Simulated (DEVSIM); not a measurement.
Device: Co/Al2O3/p-Si capacitor, at 300 K.

Layer 1 from the left is Al2O3, thickness (nm) 5.80. Layer 2 from the left is Si, thickness (nm) 13000, Na (cm⁻³) 1.9e15.

Metal gate on the left, work function 5 eV. Fixed charge at the semiconductor interface -6.2e10 cm⁻² (in units of +e); interface traps 3.1e11 cm⁻² eV⁻¹, uniform in energy, neutral level at 0.7 of the gap above the valence band.

Constants are typed, rounded textbook-type inputs, not results; the design itself was drawn at random and stands for no fabricated device. Values at 300 K.

Al2O3: gap (eV) 6.8, affinity (eV) 1.35, permittivity 9. Si: gap (eV) 1.124, affinity (eV) 4.05, permittivity 11.7, Nc (cm⁻³) 2.86e19, Nv (cm⁻³) 3.1e19.

Simulated with DEVSIM: 1D Poisson equation in equilibrium, Boltzmann statistics, complete ionisation; no quantum confinement or tunnelling. Metal contacts follow the ideal Schottky-Mott rule: no Fermi-level pinning, no interface dipoles.

**Question.** What does the simulation give for the flat-band voltage, the threshold voltage (band bending 2φF), the minimum of the low-frequency capacitance?

**Answer.** flat-band voltage 0.06 V; threshold voltage (band bending 2φF) 0.73 V; minimum of the low-frequency capacitance 0.0648 μF/cm².
